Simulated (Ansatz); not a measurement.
# The (203) surface of tetragonal indium in its 1x1 cell, outermost plane spacing 0.59 Å in the ideal cut

Computed with PBE (plane waves to 420 eV, PAW; Ansatz, an electronic-structure program).

Set-up: 18 atoms, 10.0 Å thick at the start (thin: gaps and levels are the slab's own); mesh 11x3x1; 0.1 eV smearing; dipole correction on; all atoms relaxed; symmetry of the start imposed; no spin, no spin-orbit, no U.

| Quantity | Result |
|---|---|
| surface energy (mean of both faces) | 0.31 J/m^2 |
| surface energy before relaxation | 0.34 J/m² |
| work function of the top face | 3.80 eV |
| energy released by relaxation | 0.14 eV |
| cost | very roughly 10 core-minutes |
